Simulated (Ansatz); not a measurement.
**Pressure series in Ge**

The reference is Ge (space group I4_1/amd, No. 141; a = 5.1184 Å, c = 2.8009 Å; a cell from a computed database, its experimental status unchecked).

Cell and atoms are relaxed at each pressure.

Computed with PBEsol (Ansatz, a quantum-chemistry and plane-wave program, PAW, without spin-orbit coupling).

Notes on the quantities. enthalpy: H = E + PV relative to the base's energy.

```
variant           volume per atom       enthalpy
----------------  ---------------  -------------
base                     18.34 Å³              –
pressure −2 GPa          18.85 Å³  -0.23 eV/atom
pressure −1 GPa          18.59 Å³  -0.12 eV/atom
pressure 0.3 GPa              ___  +0.03 eV/atom
pressure 0.7 GPa         18.19 Å³  +0.08 eV/atom
pressure 1.5 GPa         18.02 Å³  +0.17 eV/atom
pressure 3 GPa           17.72 Å³  +0.34 eV/atom
pressure 5 GPa           17.35 Å³  +0.56 eV/atom
pressure 7.5 GPa         16.95 Å³  +0.82 eV/atom
pressure 10 GPa          16.59 Å³  +1.09 eV/atom
```

Complete the table.


- pressure 0.3 GPa, volume per atom: 18.28 Å³

Load acts through the strain it causes; cell and atoms are relaxed under it. Whether these cells are dynamically stable was not tested. No other phases were tried under pressure. This is not the structure that Ge has at room temperature and ambient pressure.
